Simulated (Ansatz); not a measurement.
Density of states of C (Cmce, 4 atoms in the cell).

```
CELL_PARAMETERS angstrom
      1.10503    -3.49424     0.00000
      1.10503     3.49424     0.00000
      0.00000     0.00000     2.91885
ATOMIC_POSITIONS crystal
  C  0.39832 0.60168 0.58056
  C  0.60168 0.39832 0.41944
  C  0.89832 0.10168 0.91944
  C  0.10168 0.89832 0.08056
```

Method: PBE (plane waves, PAW; Ansatz, a program for electronic structure).

SCF settings: basis.ecutwfc = 420 eV; kpoints.mp_grid.grid = 10 10 8; hamiltonian.xc = pbe; hamiltonian.pseudopotentials = {kind: paw} (the program's default PAW files); scf.occupations.method = cold; scf.occupations.width = 0.2 eV. Keys of the DOS step: output.dos.nscf_kmesh.grid = 15 15 12; output.dos.method = {smearing: {sigma: 0.3}} eV.

The starting cell was generated: these elements placed on a structure prototype, without a prior relaxation; it need not be a known phase or ordering of this composition. Its lattice was rescaled by a random factor within 2.5 % of one.

Total DOS (both spins), as means of the tabulated values in each energy bin; the zero is the program's Fermi level or highest filled level, and the curve is cut to this window:

| E (eV) | states/eV/cell |
|---|---|
| -7.88 | 0.96 |
| -7.62 | 0.97 |
| -7.38 | 1.00 |
| -7.12 | 1.03 |
| -6.88 | 1.05 |
| -6.62 | 1.06 |
| -6.38 | 1.01 |
| -6.12 | 0.94 |
| -5.88 | 0.87 |
| -5.62 | 0.87 |
| -5.38 | 0.91 |
| -5.12 | 0.91 |
| -4.88 | 0.83 |
| -4.62 | 0.69 |
| -4.38 | 0.61 |
| -4.12 | 0.62 |
| -3.88 | 0.62 |
| -3.62 | 0.74 |
| -3.38 | 0.94 |
| -3.12 | 1.15 |
| -2.88 | 1.27 |
| -2.62 | 1.38 |
| -2.38 | 1.40 |
| -2.12 | 1.33 |
| -1.88 | 1.31 |
| -1.62 | 1.41 |
| -1.38 | 1.42 |
| -1.12 | 1.31 |
| -0.88 | 1.24 |
| -0.62 | 1.30 |
| -0.38 | 1.30 |
| -0.12 | 1.28 |
| 0.12 | 1.35 |
| 0.38 | 1.30 |
| 0.62 | 1.26 |
| 0.88 | 1.26 |

Around zero the curve holds about 1.3 states/eV/cell.

Keys are those of Ansatz 0.2.
